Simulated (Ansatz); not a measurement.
# Pressure series in ZnS

Base system: ZnS (space group R3m, No. 160; a = 3.7838 Å, c = 27.8997 Å (hexagonal axes)).

Cell and atoms are relaxed at each pressure.

The values are results of Ansatz (a first-principles code) PBEsol, no spin-orbit coupling, not measurements.

| pressure (GPa) | volume per atom (Å³/atom) |
|---|---|
| 0 | 19.218 |
| 0.3 | 19.147 |
| 0.7 | 19.052 |
| 1.5 | 18.869 |
| 3 | ? |
| 5 | 18.170 |
| 7.5 | 17.742 |

### Question
Fit the third-order Birch–Murnaghan form P(V) = (3B₀/2)[(V₀/V)^(7/3) − (V₀/V)^(5/3)]·[1 + (3/4)(B₀′ − 4)((V₀/V)^(2/3) − 1)] (squares taken in P) to the rows shown and predict the withheld row.

### Answer
Least squares on the printed values gives V₀ = 19.218 Å³/atom, B₀ = 78.8 GPa, B₀′ = 4.4; this predicts 18.553 Å³/atom, and the run gives 18.550 Å³/atom, 0.003 lower.

Load acts through the strain it causes; cell and atoms are relaxed under it. Stability against distortions was not tested. Competing high-pressure phases were not computed. This is not the structure that ZnS has at room temperature and ambient pressure.
